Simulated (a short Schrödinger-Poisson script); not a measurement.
MOS inversion layer, Si3N4 on p-type In0.53Ga0.47As

System: MOS inversion layer, Si3N4 on p-type In0.53Ga0.47As, at 400 K.

```tsv
layer	material	thickness (nm)	Na (cm⁻³)
1	Si3N4	3.4	-
2	In0.53Ga0.47As	320	1.6e18
```

The device is made up for the run: typed textbook-type constants, with dimensions and the other settings drawn at random. Si3N4: permittivity 7.5, conduction-band edge (eV) 2.41, gap (eV) 5.1, electron mass (mₑ) 0.5. In0.53Ga0.47As: permittivity 13.9, conduction-band edge (eV) 0, gap (eV) 0.74, Nv at 300 K (cm⁻³) 7.7e18.

Channel valleys (confinement mass, in-plane density-of-states mass, number): Γ 0.041, 0.041, 1. At the gate the conduction-band edge of layer 1 lies 2.42 eV − eVg above the Fermi level of the channel; the field vanishes at the back. Gaps are held at their typed values at every temperature. Mesh 0.03 nm at interfaces.

Solved with a short Schrödinger-Poisson script written for these runs: 1D Poisson equation in equilibrium, electrons quantum, Hartree (BenDaniel-Duke, 12 states a valley, the channel's in-plane mass for all, wave functions free to enter the dielectric), parabolic valleys, classical holes, full ionisation, no traps, pinning or gate leakage.

| Vg (V) | electrons (cm⁻²) | C (μF/cm²) | Γ E0 (meV) | Γ E1 (meV) |
|---|---|---|---|---|
| 0.05 | 3.94e6 | 0.468 | 411.4 | 573.2 |
| 0.1 | 9.99e6 | 0.453 | 379.1 | 550.0 |
| 0.15 | 2.60e7 | 0.439 | 346.0 | 525.4 |
| 0.2 | 6.88e7 | 0.426 | 312.3 | 499.6 |
| 0.25 | 1.86e8 | 0.415 | 278.1 | 472.8 |
| 0.3 | 5.08e8 | 0.405 | 243.4 | 445.0 |
| 0.35 | 1.41e9 | 0.397 | 208.2 | 416.5 |
| 0.4 | 3.93e9 | 0.394 | 172.7 | 387.4 |
| 0.45 | 1.10e10 | 0.402 | 137.1 | 357.9 |
| 0.5 | 2.98e10 | 0.437 | 102.1 | 328.6 |
| 0.55 | 7.56e10 | 0.519 | 68.7 | 300.6 |
| 0.6 | 1.68e11 | 0.643 | 38.4 | 275.4 |
| 0.65 | 3.16e11 | 0.770 | 12.0 | 253.6 |
| 0.7 | 5.12e11 | 0.867 | -11.0 | 235.0 |
| 0.75 | 7.42e11 | 0.933 | -31.7 | 218.5 |
| 0.8 | 9.93e11 | 0.975 | -50.8 | 203.4 |
| 0.85 | 1.26e12 | 1.00 | -69.0 | 189.1 |
| 0.9 | 1.53e12 | 1.02 | -86.7 | 175.3 |
| 0.95 | 1.82e12 | 1.03 | -104.0 | 161.8 |
| 1 | 2.10e12 | 1.04 | -121.1 | 148.4 |
| 1.05 | 2.39e12 | 1.05 | -138.1 | 135.2 |

Subbands count from the Fermi level.
